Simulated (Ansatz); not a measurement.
An Ansatz (a program for electronic structure) run: a single point on Sn with a change (Sn → V), its geometry relaxed with PBEsol; r2SCAN (Ansatz, PAW, scalar-relativistic without spin-orbit coupling), earlier PAW set.

Input:

Ansatz 0.2 input:
```yaml
crystal:
  lattice:
    - [-2.2880051018, 2.2880051018, 1.2805538455]
    - [2.2880051018, -2.2880051018, 1.2805538455]
    - [2.2880051018, 2.2880051018, -1.2805538455]
  atoms:
    - { symbol: V, position: [0.75, 0.25, 0.5] }
    - { symbol: V, position: [0, 0, 0] }
basis: { ecutwfc: 500, ecutrho_ratio: 4, xc_grid: 4, fft_grid_basis: typed }
kpoints: { mp_grid: { grid: [21, 21, 21] } }
hamiltonian:
  xc: r2scan
  dispersion: none
  pseudopotentials: { azcp: { folder: ./paw }, kind: paw }
scf: { occupations: { method: fermi_dirac, width: 0.05 }, convergence: { dr2_threshold: 0.0000000002 } }
output: { forces: true, stress: true }
checkpoint: { write: state.ck, write_every: 1000 }
```

Output:

```
WARN ansatz: RAYON_NUM_THREADS=2 ignored (pool sized by the plan → 2); use --threads N
Pseudopotentials: kind: paw
Pseudopotential: V, paw, valence charge 13
Functional definition: r2SCAN
Crystal: 2 atoms, lattice volume = 26.815 Å³
Basis set: ecut = 500 eV, 689 PW (Γ), exchange–correlation on 108×108×108 points (64 copies of the dense FFT grid, shifted against one another)
Bands: 17, of which v1, the nominal top of the filled ones, is band 13 counted from 1 (12 counted from 0)
Symmetry: 16 space group operations
Space group: I41/amd (ITA 141), of the structure as read, at distance tolerance 3.0e-5 Å
k-points: 726 of 9261
PAW frozen core: V, regenerated for the run's functional
Initial density: superposition of atomic densities (chi_scale 0.1, normalization cell)
Initial wavefunctions: pseudopotential atomic-orbital guess
Eigensolver: davidson
Functional: x = r2scan, c = r2scan; τ floored in thin density (d = 2e-4 eV/Å³)
SCF iter   1: F=—  HF=-5833.112162 eV  |F-HF|=—  |Δ(HF+E_count)|=         —  Δρ=7.20e-2  dr2=9.18e-1  dr2_τ=5.96e-2  ethr=3.10e-3  ⟨swp⟩=3.4  Hψ=47713  notcnv=0
all-band conjugate gradients solve this SCF's bands
preconditioner: auto → none
SCF iter   2: F=—  HF=-5833.085630 eV  |F-HF|=—  |Δ(HF+E_count)|=   2.65e-2  Δρ=3.27e-2  dr2=8.66e-2  dr2_τ=1.50e-2  ethr=3.10e-3  ⟨swp⟩=3.0  Hψ=29943  notcnv=0
SCF iter   3: F=—  HF=-5833.182289 eV  |F-HF|=—  |Δ(HF+E_count)|=   9.67e-2  Δρ=1.35e-2  dr2=1.19e-2  dr2_τ=1.34e-3  ethr=3.33e-4  ⟨swp⟩=2.1  Hψ=18556  notcnv=0
SCF iter   4: F=—  HF=-5833.206110 eV  |F-HF|=—  |Δ(HF+E_count)|=   2.38e-2  Δρ=6.37e-4  dr2=5.13e-5  dr2_τ=4.15e-6  ethr=4.58e-5  ⟨swp⟩=2.1  Hψ=24841  notcnv=0
SCF iter   5: F=—  HF=-5833.206138 eV  |F-HF|=—  |Δ(HF+E_count)|=   2.75e-5  Δρ=9.85e-5  dr2=1.49e-6  dr2_τ=1.12e-7  ethr=1.97e-7  ⟨swp⟩=2.0  Hψ=17122  notcnv=0
SCF iter   6: F=—  HF=-5833.206138 eV  |F-HF|=—  |Δ(HF+E_count)|=   9.59e-8  Δρ=2.48e-5  dr2=8.41e-8  dr2_τ=4.75e-9  ethr=5.74e-9  ⟨swp⟩=2.7  Hψ=19888  notcnv=0
SCF iter   7: F=—  HF=-5833.206138 eV  |F-HF|=—  |Δ(HF+E_count)|=   5.05e-8  Δρ=5.00e-6  dr2=3.11e-9  dr2_τ=2.85e-10  ethr=3.23e-10  ⟨swp⟩=2.4  Hψ=20004  notcnv=0
SCF iter   8: F=-5833.206138 eV  HF=-5833.206138 eV  |F-HF|=4.55e-12  |Δ(HF+E_count)|=  4.59e-10  Δρ=2.55e-7  dr2=5.69e-12  dr2_τ=5.76e-13  ethr=1.00e-12  ⟨swp⟩=4.0  Hψ=39488  notcnv=0
SCF 1 converged in 8 iterations: F = -5833.206138 eV  dr2 = 5.69e-12
SCF converged after 8 iterations
Free energy (F): -5833.206138 eV
Harris-Foulkes:  -5833.206138 eV  (|F-HF|=4.55e-12)
Internal energy: -5833.189650 eV  (E = F + TS)
E sigma→0 (E₀):  -5833.197894 eV
Entropy (-TS):   -0.016488 eV (-8.244 meV/atom)
Fermi energy:    16.944575 eV
--- Per-component energies (eV) ---
  E_band       = -314.370347
  E_kinetic    = 594.472746
  E_local      = -2018.979215  (includes V_loc(G=0)·N_el)
  E_nonlocal   = 168.219902
  E_hartree    = 844.874614
  E_xc         = -221.224172
  E_vxc        = -322.337410  (∫ρ·V_xc dr)
  E_paw        = -2272.534639  (= ΣΔE_a)
  E_vpaw       = -447.522545  (= ΣTr[D̂ρ^β])
  E_aug_tail   = 0.001152  (compensation charges beyond the density's cutoff)
  E_vtau       = 22.025798  (kinetic-family band-sum trace: ∫τ·v_τ [+ j·A + Jᵃ·Aᵃ] dr)
  E_ewald      = -2927.488477
  E_core_change = -0.531560  (= ΣΔE_core)
  E_smearing   = -0.016488  (= −TS)
  E_closure    = 0.000000  (closes the sum)
  Σ components = -5833.206138   (vs F -5833.206138, Δ=0.00e0)
  [band-id]    e_kinetic+e_local+e_nonlocal+2·e_hartree+e_vxc+e_vpaw+e_augmentation_tail+e_vtau = -314.370344   (vs E_band -314.370347, Δ=3.85e-6)
--- Forces (eV/Å), atoms counted from 1 ---
  atom   1  V      0.00000000    -0.00000000     0.00000000
  atom   2  V      0.00000000    -0.00000000     0.00000000
  max |Σ_I F_I| component: 1.94e-16 eV/Å
--- Stress (GPa, compression-positive) ---
        4.927977      -0.000000      -0.000000
       -0.000000       4.927977      -0.000000
       -0.000000       0.000000       3.006651
  P = ⅓ Tr σ = 4.2875 GPa (42.875 kbar)
  The stress holds the Pulay correction. Without it, at fixed plane waves, as pw.x and ABINIT print it: P = 4.2059 GPa
  The stress includes an estimate of the error left by incomplete SCF convergence (largest component 0.0001 GPa).
--- Band table ---
  band table: none
```

Single points use the geometry relaxed with PBEsol. Stability against distortions was not tested. The final runs are not spin-polarised. The cell was made from Sn by this change: Sn → V; the result is a hypothetical phase, not in the database extracts checked.
